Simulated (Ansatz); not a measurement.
The reference is MgS in the rock salt structure (space group Fm-3m, No. 225).

```cif
data_Mg4S4
_chemical_formula_sum 'Mg4 S4'
_space_group_name_H-M_alt 'Fm-3m'
_space_group_IT_number 225
_space_group_name_Hall '-F 4 2 3'
_cell_length_a 5.15514
_cell_length_b 5.15514
_cell_length_c 5.15514
_cell_angle_alpha 90.000
_cell_angle_beta 90.000
_cell_angle_gamma 90.000
loop_
_atom_site_label
_atom_site_type_symbol
_atom_site_symmetry_multiplicity
_atom_site_Wyckoff_symbol
_atom_site_fract_x
_atom_site_fract_y
_atom_site_fract_z
_atom_site_occupancy
Mg1 Mg 4 b 0.50000 0.50000 0.50000 1
S1 S 4 a 0.00000 0.00000 0.00000 1
```
(The calculation used a cell of 2 atoms; values per cell refer to that cell.)

Calculations: PBE-D3(BJ) (Ansatz, a program for electronic structure; PAW; 420 eV plane waves; no spin-orbit coupling).

Carriers are added at fixed cell with a uniform background; the Fermi–Dirac width is that of 300 K.

One change was made to it. Results:

```tsv
quantity	base	after
valley order (the lowest conduction-band minima on the path, energy above the VBM, named in the base's zone)	X along ⟨100⟩ 2.85 eV; Γ 3.95 eV	X along ⟨100⟩ 2.81 eV; Γ 3.88 eV
Fermi level relative to the doped band's edge (positive inside the band; to 0.05 eV)	–	+1.50 eV
```

**Question.** Name the change that was made.
A) electrons 1.0×10^21 cm⁻³
B) holes 1.0×10^22 cm⁻³
C) electrons 1.0×10^22 cm⁻³
D) holes 1.0×10^21 cm⁻³
E) holes 5.0×10^21 cm⁻³

**Answer.** C, electrons 1.0×10^22 cm⁻³. For comparison, the Fermi level from band edge in the other runs: electrons 1.0×10^21 cm⁻³ gives +0.45 eV; holes 1.0×10^22 cm⁻³ gives +0.45 eV; holes 5.0×10^21 cm⁻³ gives +0.30 eV; holes 1.0×10^21 cm⁻³ gives +0.10 eV.

Charged cell with a jellium background: band edges are those of the host's band count, energies are not comparable with the neutral cell, and many-body gap narrowing is missing. The levels and masses belong to the bands next to the band gap. No phonon test of stability was made. The base started in Pnma and relaxed to Fm-3m at this level.
